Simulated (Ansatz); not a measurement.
Subject: the energy of the reaction as written. Reaction: 16 Sn (white tin) + H2 (gas) → cell A. The sign is products less reactants.

Cell A: a slab of Sn (grey tin, Fd-3m) cut along (111), 18 atoms, hexagonal cell of 4.71 Å (19.2 Å²), symmetry P-3m1 within 0.02 Å, 31.2 Å thick under 16 Å of vacuum, in-plane vectors held at the crystal's; planes from bottom to top: H | Sn × 16 | H; added, foreign or displaced atoms, above the top plane and below the bottom plane: two times H bound to 1 Sn at 1.75 Å; spin state with PBE: run without spin, k-point mesh 12×12×1.
```xyz
18
Lattice="4.7057 0.0000 0.0000 -2.3528 4.0753 0.0000 0.0000 0.0000 47.3690" Properties=species:S:1:pos:R:3 pbc="T T T"
Sn     0.0000     0.0000     9.8200
Sn     0.0000     2.7168    10.7265
Sn     0.0000     2.7168    13.5937
Sn     2.3528     1.3584    14.5553
Sn     2.3528     1.3584    17.4345
Sn     0.0000     0.0000    18.3976
Sn     0.0000     0.0000    21.2798
Sn     0.0000     2.7168    22.2431
Sn     0.0000     2.7168    25.1259
Sn     2.3528     1.3584    26.0892
Sn     2.3528     1.3584    28.9713
Sn     0.0000     0.0000    29.9345
Sn     0.0000     0.0000    32.8137
Sn     0.0000     2.7168    33.7753
Sn     0.0000     2.7168    36.6425
Sn     2.3528     1.3584    37.5489
H      0.0000     0.0000     8.0741
H      2.3528     1.3584    39.2949
```

Reference: Sn (white tin, I4₁/amd), 2 atoms in the cell, k-point mesh 22×22×22 on the run's own vectors. Conventional cell: a = b = 5.946 Å, c = 3.217 Å, α = β = γ = 90.00°.

Reference: an isolated H2 molecule (singlet) in a box of 11 × 11 × 13 Å.

Plane-wave PAW calculations with Ansatz (an electronic-structure program), its PAW set soft_1, cutoff 420 eV, 500 eV for r2SCAN. The structures are at rest with PBE, within the held lattices; other levels are single points on them. Neutral cells; Fermi-Dirac smearing of at most 0.10 eV in the solids, energies taken to zero width. The lattices are those relaxed with PBE, so at other levels the solids can be strained, which adds to the spread. A dispersion term (D3(BJ), or D4 for r2SCAN) was computed beside these levels and is taken off wherever the name lacks it. Static lattices, no vibrational contributions. Cells are local rest points, mostly with their start's symmetry. Spin-orbit coupling is left out. No correction for cell size. Cell A has symmetry P-3m1 within 0.02 Å and got no random move, so less symmetric positions, which may lie lower, weren't tried.

Levels: PBE, PBE+D3(BJ), LDA, PBEsol, r2SCAN, r2SCAN+D4.

Task: At which levels does the right-hand side lie lower?

Result: uphill: PBE (0.28), PBE+D3(BJ) (1.97), LDA (1.16), PBEsol (1.35); downhill: r2SCAN (-0.99), r2SCAN+D4 (-0.43) (values in eV; within 0.05 eV of zero counts as too close to call). The levels shown span 2.96 eV, from r2SCAN (-0.99) to PBE+D3(BJ) (1.97). They disagree on the sign.
